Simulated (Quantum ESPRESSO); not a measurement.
Sensitivity of a calculation on Ta₂CN (I4_1/amd, 8 atoms in the cell) to its settings

```yaml
crystal:
  lattice:
    - [-2.24830, 2.24830, 4.53744]
    - [2.24830, -2.24830, 4.53744]
    - [2.24830, 2.24830, -4.53744]
  atoms:
    - { symbol: Ta, position: [0.75957, 0.75957, 0.00000] }
    - { symbol: Ta, position: [0.50957, 0.00957, 0.50000] }
    - { symbol: Ta, position: [0.99043, 0.49043, 0.50000] }
    - { symbol: Ta, position: [0.24043, 0.24043, 0.00000] }
    - { symbol: C, position: [0.00000, 0.00000, 0.00000] }
    - { symbol: C, position: [0.75000, 0.25000, 0.50000] }
    - { symbol: N, position: [0.50000, 0.50000, 0.00000] }
    - { symbol: N, position: [0.25000, 0.75000, 0.50000] }
```

Base run A: Quantum ESPRESSO with LDA (PZ), GBRV 1.5 ultrasoft (LDA) pseudopotentials, self-consistent single point.

Its settings: ecutwfc = 40 Ry; ecutrho = 320 Ry; occupations = smearing; smearing = marzari-vanderbilt; degauss = 0.0036749 Ry; potentials = {Ta: ta_lda_v1.uspp.F.UPF, C: c_lda_v1.2.uspp.F.UPF, N: n_lda_v1.2.uspp.F.UPF}; K_POINTS = automatic 6 6 6 0 0 0; conv_thr = 1e-10 Ry; mixing_beta = 0.5.

The starting cell comes from a database of computed structures (which also holds hypothetical and non-ambient phases and stackings), without a prior relaxation at this level. Its lattice was rescaled by a random factor within 2.5 % of one. Spin polarisation is off. In the base run, with a pressure of about -26 GPa the cell is away from its equilibrium volume at this level.

ΔF is the free energy per atom less that of run A. A dash stands where there is no value to compare (another energy zero or no entropy term, no result, no spin, no clean gap, or a mesh too coarse for one). Absolute energies have different zeros for different potentials, functionals, Hubbard and dispersion terms and are not compared across them.

Run A gave: pressure (GPa) -26.33; largest force (eV/Å) 0.095; k-points 30.

Runs:
- B: K_POINTS: automatic 6 6 6 0 0 0 → automatic 8 8 8 1 1 1
- C: degauss: 0.0036749 Ry → 0.058799 Ry
- D: ecutwfc: 40 Ry → 46 Ry; ecutrho: 320 Ry → 368 Ry
- E: HUBBARD: default → atomic; U Ta-5d 6 eV [LDA (PZ)+U]
- F: conv_thr: 1e-10 Ry → 0.0073 Ry
- G: nosym: default → true
- H: ecutrho: 320 Ry → 400 Ry
- I: mixing_ndim: default → 6
- J: use_all_frac: default → true
- K: ecutwfc: 40 Ry → 45 Ry; ecutrho: 320 Ry → 360 Ry; pseudopotentials: {Ta: ta_lda_v1.uspp.F.UPF, C: c_lda_v1.2.uspp.F.UPF, N: n_lda_v1.2.uspp.F.UPF} → {Ta: Ta_pbe_v1.uspp.F.UPF, C: C.pbe-n-kjpaw_psl.1.0.0.UPF, N: N.pbe-n-radius_5.UPF}; input_dft: default → rvv10 [rVV10]

Problem. What does run K change against A?

Solution. The pressure goes from -26.33 to -6.73 GPa and the largest force goes from 0.095 to 0.059 eV/Å.

Problem. What does run E change against A?

Solution. The pressure goes from -26.33 to -36.39 GPa and the largest force goes from 0.095 to 0.395 eV/Å.

```tsv
run	ΔF (meV/atom)	pressure (GPa)	largest force (eV/Å)	k-points
A	0.00	-26.33	0.095	30
B	7.3	-26.25	0.080	56
C	-2.0	-26.03	0.145	30
D	-18.2	-25.44	0.094	30
E	–	-36.39	0.395	30
F	4.9	-23.77	0.290	30
G	0.00	-26.33	0.095	112
H	-0.02	-26.33	0.095	30
I	0.00	-26.33	0.095	30
J	0.00	-26.33	0.095	30
K	–	-6.73	0.059	30
```
